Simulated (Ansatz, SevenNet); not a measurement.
For InP (model structure, started from the NiAs type, P6₃/mmc, No. 194, 4 atoms in the cell), the machine-learned potential SevenNet-0 (trained on PBE and PBE+U data) gives:

- lattice parameter a = 3.911 Å
- c axis length = 6.547 Å

Problem. What does r²SCAN (plane waves, PAW; Ansatz, a program for electronic structure) give for the same quantities?

Solution. 
- lattice constant a: 3.855 Å (decreases by 1.4 %)
- lattice parameter c: 6.552 Å (goes up by 0.1 %)

Changes are worked out from the printed values.

Unless a cell is named, each level is at its own relaxed cell (SevenNet-0 21.68, r²SCAN 21.08 Å³/atom).

Ansatz's density-functional and Hartree–Fock values are scalar-relativistic unless marked +SOC, with PAW data made under PBE.

A model structure was made by putting elements into a prototype or built by hand; it is no filed structure, need not be a known phase, and can be a saddle point held by its symmetry.
